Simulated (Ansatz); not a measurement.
The parent structure is SiO₂ (space group P4_12_12, No. 92; a = 5.085 Å, c = 7.100 Å). Axes: x, y, z lie along a, b, c of the conventional cell.

Computed with PBE, PAW, 420 eV (Ansatz, a program for electronic structure; no SOC).

For the base:

The band gap is 5.51 eV.

Perturbation: uniaxial strain ε_zz = +3.42 %, all other strain components held at zero, atoms relaxed at fixed cell.

### Question
How does this affect the energy relative to the base?

### Answer
The energy goes up by 2.6 meV/atom.

### Question
What happens to the band gap?

### Answer
The band gap falls by 0.02 eV (5.51 eV → 5.49 eV).

Whether these cells are dynamically stable was not tested.
